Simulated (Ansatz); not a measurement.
## HfN, pressure series

Take HfN in the rock salt structure (space group Fm-3m, No. 225; a = 4.5479 Å) as the base.

Cell and atoms are relaxed at each pressure.

The values are results of plane-wave PAW DFT at the PBE level (Ansatz, a first-principles code, 420 eV), no SOC, not measurements.

| P (GPa) | V (Å³/atom) |
|---|---|
| -1.99 | 11.849 |
| -0.99 | 11.803 |
| 0.89 | 11.719 |
| 2.10 | 11.666 |
| 4.50 | 11.566 |
| 9.00 | 11.388 |
| 15.00 | 11.172 |
| 22.50 | 10.929 |
| 30.00 | 10.709 |

A third-order Birch–Murnaghan fit to these points gives V₀ = 11.76 Å³/atom, B₀ = 263 GPa and B₀′ = 4.2. At pressure 30 GPa the volume is 91.1 % of V₀.

Load acts through the strain it causes; cell and atoms are relaxed under it. Whether these cells are dynamically stable was not tested. Competing high-pressure phases were not computed. All final runs are without spin polarisation. An odd electron count without spin: HfN.
